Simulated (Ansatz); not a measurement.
**TiTe2 (model structure, started from the CdI2 type, P-3m1, No. 164, 3 atoms in the cell)**

Level of theory: r²SCAN in Ansatz (plane waves, PAW).

Numerical settings: plane-wave cutoff 560 eV, 18×18×10 k mesh (along the axes of the cell as run), Fermi–Dirac smearing 0.05 eV, no spin polarisation, scalar-relativistic PAW data made under PBE.

Cell (relaxed at this level):

```
TiTe2
1.0
    3.80182     0.00000     0.00000
   -1.90091     3.29247     0.00000
    0.00000     0.00000     6.89884
Ti Te
1 2
Cartesian
  0.00000   0.00000   0.00000
  0.00000   2.19498   1.69865
  1.90091   1.09749   5.20019
```

```
Property         Result
--------  -------------
band gap  zero (no gap)
```

Note: the cell has widely spaced layers and the level no dispersion term, so their spacing and the moduli can rest on weak binding.

Spin–orbit coupling is not included; it can open a gap where bands touch, and shift volumes and moduli.

The computed numbers hold no vibrational or temperature effects.

It cost about 9 core-minutes (a rough figure) of CPU time.

A model structure was made by putting elements into a prototype or built by hand; here it ended with the formula and space group of a phase in our tables.

Ansatz is a quantum-chemistry and plane-wave program.
